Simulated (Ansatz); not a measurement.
For CaAlHO₂ (model structure, started from the SrVO2H type, P4/mmm, No. 123, 5 atoms in the cell), LDA (Ansatz, a quantum-chemistry and plane-wave program, plane waves, PAW) gives:

| Property | Result |
|---|---|
| equilibrium lattice constant a | 3.688 Å |
| c axis length | 3.405 Å |
| bulk modulus | 156 GPa |
| cohesive energy | 5.84 eV/atom |
| band gap | 3.59 eV |

**Question.** What does r²SCAN in Ansatz (plane waves, PAW) give for the same quantities?

**Answer.** 
- lattice constant a: 3.731 Å (grows by 1.2 %)
- lattice parameter c: 3.449 Å (increases by 1.3 %)
- bulk modulus: 151 GPa (drops by 3.2 %)
- cohesive energy: 5.22 eV/atom (drops by 0.62 eV/atom)
- band gap: 4.37 eV (grows by 0.78 eV)

Changes are worked out from the printed values.

Unless a cell is named, each level is at its own relaxed cell (LDA 9.26, r²SCAN 9.60 Å³/atom).

Density-functional gaps are differences of (generalised) Kohn–Sham levels.

Caveats: the bulk modulus is −V dP/dV from two relaxed cells at ±2 % in volume (LDA, r²SCAN). Ansatz's density-functional and Hartree–Fock values are scalar-relativistic unless marked +SOC, with PAW data made under PBE.

A model structure was made by putting elements into a prototype or built by hand; it is no filed structure, need not be a known phase, and can be a saddle point held by its symmetry.
